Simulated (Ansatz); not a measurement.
# zincblende ZnS (F-43m): a fit under biaxial stress in the (001) plane (tension)

Cell and atoms relaxed with PBEsol to each stress σ (compression positive); gaps by r2SCAN with spin-orbit coupling, rigid bands (plane waves, PAW; Ansatz, a quantum-chemistry and plane-wave program). Unloaded cell: a = 3.788 Å, b = 3.788 Å, c = 3.788 Å, α = 60.00°, β = 60.00°, γ = 60.00°.

```json
[
 {"σ (GPa)": "0", "strain along [100] (%)": "0", "gap (eV)": "2.770"},
 {"σ (GPa)": "-1.00", "strain along [100] (%)": "1.10", "gap (eV)": "2.686"},
 {"σ (GPa)": "-2.00", "strain along [100] (%)": "2.28", "gap (eV)": "2.591"},
 {"σ (GPa)": "-4.00", "strain along [100] (%)": "4.95", "gap (eV)": "2.395"}
]
```

Fit E_g = 2.770 eV + aσ + bσ² and ε = cσ + dσ² to the loaded rows by least squares.

a = 0.0836 eV/GPa, b = -0.00256 eV/GPa²; c = -1.05 %/GPa, d = 0.0476 %/GPa².

One run was withheld, at σ = -3.00 GPa. Predict its gap and its strain along [100], then set them beside the run.

E_g = 2.770 + (0.0836)(-3.00) + (-0.00256)(-3.00)² = 2.496 eV and ε = (-1.05)(-3.00) + (0.0476)(-3.00)² = 3.58 %. The run gave 2.492 eV and 3.57 %, misses of 0.004 eV and 0.01 percentage points.

Gaps are resolved to about 0.01 eV; third decimals are kept for the arithmetic. Every relaxation keeps the zincblende phase (space group I-4m2 under this load), so a transition, a distortion that breaks the symmetry or fracture can't show.
